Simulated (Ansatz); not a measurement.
Given:

End structure of a constructed model of the (111) surface of fcc Al, a pseudomorphic layer of Sn in the host's stacking (bottom of the slab: a bare face, its two planes held):

```xyz
7
Lattice="2.8581 0.0000 0.0000 -1.4290 2.4752 0.0000 0.0000 0.0000 30.0000" Properties=species:S:1:pos:R:3 pbc="T T T"
Al     0.0000     1.6501     8.0848
Al     1.4290     0.8251    10.4184
Al     0.0000     0.0000    12.7671
Al     0.0000     1.6501    15.1247
Al     1.4290     0.8251    17.4807
Al     0.0000     0.0000    19.8469
Sn     0.0000     1.6501    22.6395
```

Set-up: 7 atoms, 13.8 Å thick at the start with caps and adatoms (thin: gaps and levels are the slab's own); mesh 15x15x1; 0.1 eV smearing; dipole correction on; 2 atoms held, the rest relaxed; symmetry of the start imposed; no spin, no spin-orbit, no U. In PBE it is, or lies within 0.01 eV a 1x1 cell of, the lowest of the 2 structures of its composition computed so far; subsurface sites and larger cells were not tried.

**Question.** What work function of the top face does PBE run with Ansatz (an electronic-structure program) give?

**Answer.** 3.90 eV
